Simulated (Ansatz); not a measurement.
Model: Si(111) 1x1 surface, 6 top atoms, 3 bilayers, bottom bilayer H-capped and fixed, every top atom capped by H; cell 11.5 x 6.6 Å; two neighbouring H replaced by OH; about 7 Å thick over the host's atoms, 18 atoms held. Method: PBE-D3(BJ) (plane waves to 420 eV, PAW; Ansatz, a program for electronic structure). Sampling: 1x2x1 k points. Some slab states were started with spin and the others were run without it. No Hubbard U. Slab thickness, cell and mesh are as stated and are not converged limits. Energies are static: no zero-point or thermal part. Each state was relaxed from one prepared geometry.

End state of this step: the surface fragment of MoF6 exchanges a second ligand with a neighbouring O-H group. Atoms near the product:

```
atom     x (Å)  y (Å)   z (Å)
------  ------  -----  ------
Si(1)    2.005  3.369   9.439
Si(3)   -0.006  4.451   8.871
H(14)    0.017  6.743  11.072
Si(31)  -1.934  3.322   9.600
H(45)   -1.961  3.289  11.096
O(48)    2.572  3.430  11.028
H(49)    0.872  3.801  12.994
Mo(a0)   3.858  3.335  12.384
F(a1)    3.951  5.177  12.636
F(a2)    3.703  1.479  12.460
F(a4)    2.386  3.404  13.617
F(a5)    0.094  4.003  12.483
F(a6)    5.077  3.168  13.778
```

Problem. What energy does it take to move HF into the gas, one a cell, with the surface relaxed behind it, and what are its closest contacts before it leaves?

Solution. 0.42 eV. Its closest contacts to the rest of the cell: H(49)...F(a4) 1.68 Å, F(a5)...H(45) 2.58 Å, H(49)...O(48) 2.63 Å.
